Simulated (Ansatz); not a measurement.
## A constructed model of the (111) surface of fcc Ag, (√3x√3)R30° surface alloy, Mn on one Ag site of the top plane (bottom of the slab: a bare face, its two planes held)

The numbers are results of PBE (plane waves to 420 eV, PAW; Ansatz, an electronic-structure program), not measurements.

Slab: 18 atoms, 12.0 Å thick at the start with caps and adatoms (thin: gaps and levels are the slab's own); k 9x9x1, smearing 0.1 eV, dipole-corrected; 6 atoms held, the rest relaxed; held to the start's symmetry, so lower structures may exist; spin-polarised, ending with about 4.4 μB a cell; orders that need a larger cell were not tried, no spin-orbit, no U. It is one candidate, not shown to be the stable structure of the face.

The work function of the top face comes out as 4.42 eV and the energy released by relaxation comes out as 0.010 eV. The magnetic moment of the cell is 4.40 μB and the cost is about 9 core-minutes (a rough figure).
